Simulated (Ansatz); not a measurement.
## Carrier properties of SiC (P6_3mc)

Given:

```yaml
crystal:
  lattice:
    - [3.08173, 0.00000, 0.00000]
    - [-1.54087, 2.66886, 0.00000]
    - [0.00000, 0.00000, 4.95532]
  atoms:
    - { symbol: Si, position: [0.33333, 0.66667, 0.99834] }
    - { symbol: Si, position: [0.66667, 0.33333, 0.49834] }
    - { symbol: C, position: [0.33333, 0.66667, 0.37666] }
    - { symbol: C, position: [0.66667, 0.33333, 0.87666] }
```

Computed with PBE with spin-orbit coupling, rigid bands (plane waves, PAW; Ansatz, a quantum-chemistry and plane-wave program). Condition of this run: uniaxial stress along c of 10 GPa (compression positive) (the target of the relaxation). Cell: cell and atoms relaxed with PBEsol, then loaded as said.

```json
{
  "band_gap": "2.32 eV",
  "electron conductivity mass (300 K, dilute)": "0.44 (x), 0.44 (y), 0.26 (z) mₑ",
  "hole conductivity mass (300 K, dilute)": "1.64 (x), 1.64 (y), 0.34 (z) mₑ",
  "effective density of states N_c (300 K)": "1.1e19 cm⁻³",
  "effective density of states N_v (300 K)": "2.8e19 cm⁻³",
  "density_of_states_mass_electrons": "0.57 mₑ",
  "density_of_states_mass_holes": "1.07 mₑ",
  "Seebeck coefficient, n-type 1e19 cm⁻³, 300 K": "-232 μV/K",
  "Seebeck coefficient, p-type 1e19 cm⁻³, 300 K": "322 μV/K"
}
```

Rigid bands; masses and Seebeck coefficients take one relaxation time τ for all states and one kind of carrier; polarons and phonon drag are left out. Geometry: cell and atoms relaxed with PBEsol.
